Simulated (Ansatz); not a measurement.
Start from HgS in the rock salt structure (space group Fm-3m, No. 225; a = 5.454 Å; a model cell, its experimental status unchecked; relaxed with 0.1 eV smearing).

The values are results of PBEsol/PAW in Ansatz (a program for electronic structure), no spin-orbit coupling, earlier PAW set, not measurements.

Before the change:

- Pressure = 0.0 GPa
- Band gap = zero

Modification: the cell is scaled by 0.9957 in all directions; the atoms relax in the strained cell.

How does this affect the energy relative to the base, pressure and band gap?

The energy increases by 0.9 meV/atom; the pressure goes from zero to 1.1 GPa; the band gap stays zero.

Stability against distortions was not tested. All final runs are without spin polarisation. This is not the structure that HgS has at room temperature and ambient pressure.
